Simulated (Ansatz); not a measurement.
# Effect of biaxial strain +0.81 %, plane normal [001], relaxed out of plane on TaAs

The parent structure is TaAs (space group I4_1md, No. 109; a = 3.429 Å, c = 11.581 Å; relaxed with 0.1 eV smearing). Axes: x, y, z lie along a, b, c of the conventional cell.

Modification: tensile biaxial strain of 0.81 % in the plane normal to [001], as in epitaxy on a mismatched substrate; the out-of-plane cell vector and the atoms relax.

The values are results of DFT with PBEsol, PAW potentials and a 420 eV plane-wave cutoff in Ansatz (a program for electronic structure), no SOC, not measurements. Γ-centred 24×24×24 mesh, Fermi–Dirac width 0.1 eV.

```tsv
quantity	base	changed	shift
space group	I4_1md (No. 109)	I4_1md (No. 109)	–
shortest interatomic distance	4.901 bohr	4.909 bohr	+0.008 bohr
energy relative to the base (free energy F)	0 meV/atom	+2.4 meV/atom	+2.4 meV/atom
pressure (mean of the normal stresses, compression positive)	0.0 GPa	-1.8 GPa	-1.8 GPa
band gap	zero	zero	–
out-of-plane strain	–	-0.79 %	–
ratio −ε⊥/ε∥	–	0.98	–
```

Final structure (turned so that z lies along the plane normal):

```
TaAs
1.0
    3.45680     0.00000     0.00000
    0.00000     3.45680     0.00000
    1.72840    -1.72840     5.74461
Ta As
2 2
Direct
  0.00140   0.99860   0.99720
  0.25140   0.24860   0.49720
  0.58260   0.41740   0.83480
  0.83260   0.66740   0.33480
```

With Ta present, leaving out spin-orbit coupling can change the band edges. No phonon test of stability was made. All final runs are without spin polarisation. The zero or small gap of TaAs can change with the level of theory.
